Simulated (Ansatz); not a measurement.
Cubic perovskite BaLiF3 was calculated with PBEsol+SOC in Ansatz (plane waves, PAW).

The run printed, among other lines:

```
Crystal: 5 atoms, lattice volume = 63.274 Å³
Basis set: ecut = 520 eV, 1743 PW (Γ), exchange–correlation on 60×60×60 points (8 copies of the dense FFT grid, shifted against one another)
Bands: 44, of which v1, the nominal top of the filled ones, is band 34 counted from 1 (33 counted from 0)
Symmetry: 48 space group operations + 48 with time reversal
k-points: 35 of 512
Initial density: superposition of atomic densities (chi_scale 0.1, normalization cell, long waves kept (reshape's long-wave potential 0.00 eV rms))
Functional: x = pbesol(κ = 0.804, μ = 0.12345679012345678), c = pbesol(β = 0.046)
spin=Noncollinear: Resta preconditioning applied to the charge; magnetization (m_x, m_y, m_z) channels mix plain (no charge-response kernel on spin).
SCF 1 converged in 10 iterations: F = -8480.851368 eV  dr2 = 2.21e-11
SCF converged after 10 iterations
Free energy (F): -8480.851368 eV
Internal energy: -8480.851368 eV  (E = F + TS)
E sigma→0 (E₀):  -8480.851368 eV
Fermi energy:    8.146535 eV
--- Forces (eV/Å), atoms counted from 1 ---
  atom   1  Ba     0.00000000    -0.00000000     0.00000000
  atom   2  Li     0.00000000    -0.00000000    -0.00000000
  atom   3  F      0.00000000    -0.00000000     0.00000000
  atom   4  F      0.00000000     0.00000000     0.00000000
  atom   5  F      0.00000000     0.00000000    -0.00000000
--- Stress (GPa, compression-positive) ---
       -1.481831      -0.000000       0.000000
        0.000000      -1.481831       0.000000
        0.000000       0.000000      -1.481831
  P = ⅓ Tr σ = -1.4818 GPa (-14.818 kbar)
```

### Question
Write an input file that could have produced this run (the log leaves some choices open).

### Answer
One answer among several that fit: 
Ansatz 0.2 input:
```yaml
crystal:
  lattice:
    - [3.9848142231, 0.0, 0.0]
    - [0.0, 3.9848142231, 0.0]
    - [0.0, 0.0, 3.9848142231]
  atoms:
    - { symbol: Ba, position: [0.0, 0.0, 0.0] }
    - { symbol: Li, position: [0.5, 0.5, 0.5] }
    - { symbol: F, position: [0.5, 0.0, 0.5] }
    - { symbol: F, position: [0.0, 0.5, 0.5] }
    - { symbol: F, position: [0.5, 0.5, 0.0] }
basis:
  ecutwfc: 520
  ecutrho_ratio: 4
  xc_grid: 2
kpoints:
  mp_grid: { grid: [8, 8, 8] }
hamiltonian:
  xc: pbesol
  dispersion: none
  pseudopotentials: { kind: paw }
scf:
  occupations: { method: fermi_dirac, width: 0.01 }
  convergence: { dr2_threshold: 0.0000000005 }
output:
  forces: true
  stress: true
  eigenvalues: true
magnetization:
  noncollinear: true
  spin_orbit: true
```

The cell is one volume of an energy–volume scan, off the minimum.

The PAW data were made under PBE.

Computing time: about 28 core-seconds (a rough figure).

Ansatz is an electronic-structure program.
